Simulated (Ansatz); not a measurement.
The parent structure is Ti in the hcp (Mg type) structure (space group P6_3/mmc, No. 194; relaxed with 0.1 eV smearing).

```yaml
crystal:
  lattice:
    - [2.90164, 0.00000, 0.00000]
    - [-1.45082, 2.51289, 0.00000]
    - [0.00000, 0.00000, 4.59296]
  atoms:
    - { symbol: Ti, position: [0.66667, 0.33333, 0.75000] }
    - { symbol: Ti, position: [0.33333, 0.66667, 0.25000] }
```

Cartesian axes are those of the cell as printed.

All numbers come from Ansatz (a first-principles code), PBEsol, PAW, cutoff 420 eV, spin-orbit coupling left out.

Now apply this change: biaxial strain +3.00 %, plane normal [001], relaxed out of plane (Cartesian); in-plane vectors clamped, the third vector and the atoms free.

**Question.** What does the calculation give for the ratio −ε⊥/ε∥ after the change?

**Answer.** The ratio −ε⊥/ε∥ is 0.81.

Whether these cells are dynamically stable was not tested. The final runs are not spin-polarised.
